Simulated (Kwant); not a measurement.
Model system: In0.53Ga0.47As/In0.52Al0.48As stack with 1 barrier. One parabolic valley. Leads of mass 0.041 mₑ with the band edge at 0; grid 0.1 nm; bias 0 V, dropping linearly over the stack.

```tsv
layer	thickness (nm)	band offset (eV)	mass (mₑ)
1	4.3	0.52	0.075
```

The device is made up for the run: typed textbook-type constants, with dimensions and the other settings drawn at random.

Model: one-band effective-mass tight-binding model in one dimension, coherent, no space charge (Kwant).

Q: Work out the transmission below the barrier top from T = 1/(1 + ((ζ + 1/ζ)/2)² sinh²(κa)), ζ = (k/m_lead)/(κ/m_barrier).

A: E = 0.0518 eV: k = 0.2361 nm⁻¹, κ = 0.9600 nm⁻¹, ζ = 0.4499, T = 0.000582. The simulation gives 0.000584, the same within the digits that matter. E = 0.1502 eV: k = 0.4020 nm⁻¹, κ = 0.8532 nm⁻¹, ζ = 0.8620, T = 0.00254. The simulation gives 0.00255, the same within the digits that matter. E = 0.2289 eV: k = 0.4963 nm⁻¹, κ = 0.7570 nm⁻¹, ζ = 1.199, T = 0.00575. The simulation gives 0.00575, the same within the digits that matter. What differs comes from the grid.
